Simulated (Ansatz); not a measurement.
The parent structure is Li2Se in the anti-fluorite structure (space group Fm-3m, No. 225).

```
CELL_PARAMETERS angstrom
      0.00000     2.97241     2.97241
      2.97241     0.00000     2.97241
      2.97241     2.97241     0.00000
ATOMIC_POSITIONS crystal
  Li 0.25000 0.25000 0.25000
  Li 0.75000 0.75000 0.75000
  Se 0.00000 0.00000 0.00000
```

Computed with PBEsol (Ansatz, a first-principles code; PAW; 420 eV plane waves; no SOC).

Base values:

| Property | Result |
|---|---|
| Pressure | 0.00 GPa |
| Hole mass | 0.35, 0.78, 0.78 mₑ (at Γ) |
| Band gap | 2.82 eV |
| Smallest direct gap | 3.36 eV |

One thing is altered: an isotropic linear strain of +1.50 %, atoms relaxed at fixed cell.

What happens to the pressure?

The pressure goes from zero to -1.43 GPa.

Predict the new hole mass.

The hole mass (degenerate bands, along [100]) goes from 0.35, 0.78, 0.78 mₑ (at Γ) to 0.35, 0.83, 0.83 mₑ (at Γ).

Estimate the effect on the band gap.

The band gap rises by 0.037 eV (2.82 eV → 2.85 eV).

How does this affect the smallest direct gap?

The smallest direct gap falls by 0.185 eV (3.36 eV → 3.18 eV).

Masses are band curvatures over ±0.01 Å⁻¹ around the edge. Stability against distortions was not tested.
